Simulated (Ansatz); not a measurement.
Take ZnSe in the zinc blende structure (space group F-43m, No. 216; a = 5.665 Å) as the base.

Modification: a hydrostatic pressure of 1.5 GPa.

Levels (all Ansatz, a program for electronic structure, PAW): r2SCAN (500 eV, no spin-orbit coupling); HSE06 (420 eV, no spin-orbit coupling).

The geometry is relaxed with r2SCAN.

| Quantity | Value |
|---|---|
| r2SCAN lowest conduction level above the VBM at special points | Γ 1.96 eV; L 3.10 eV; X 3.29 eV |

With HSE06 at the same geometry, the lowest conduction level above the VBM at special points goes from Γ 1.96 eV; L 3.10 eV; X 3.29 eV to Γ 2.52 eV; L 3.70 eV; X 3.79 eV.

Single points use the geometry relaxed with r2SCAN. Their cutoffs differ, which shifts pressures a little. The levels and masses belong to the bands next to the band gap. Load acts through the strain it causes; cell and atoms are relaxed under it. No phonon test of stability was made.
